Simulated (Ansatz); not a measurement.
ZnS, response to strain

Consider ZnS in the wurtzite structure (space group P6_3mc, No. 186; a = 3.738 Å, c = 6.143 Å).

Strains are applied to the cell and any free atomic positions relax.

All numbers come from DFT with LDA, PAW potentials and a 420 eV plane-wave cutoff in Ansatz (a quantum-chemistry and plane-wave program), no spin-orbit coupling.

Notes on the quantities. pressure: mean of the normal stresses, compression positive; energy relative to the base: free energy F.

| change | pressure | band gap | energy relative to the base | shortest interatomic distance |
|---|---|---|---|---|
| base | 0.00 GPa | 2.19 eV | 0 meV/atom | 2.293 Å |
| isotropic strain −3.00 % | 9.63 GPa | 2.62 eV | +45 meV/atom | 2.224 Å |
| isotropic strain −2.40 % | 7.37 GPa | 2.54 eV | +28 meV/atom | 2.239 Å |
| isotropic strain −1.80 % | 5.29 GPa | 2.45 eV | +15 meV/atom | 2.253 Å |
| isotropic strain −1.20 % | 3.38 GPa | 2.36 eV | +6.7 meV/atom | 2.266 Å |
| isotropic strain −0.60 % | 1.62 GPa | 2.28 eV | +1.6 meV/atom | 2.279 Å |

No phonon test of stability was made.
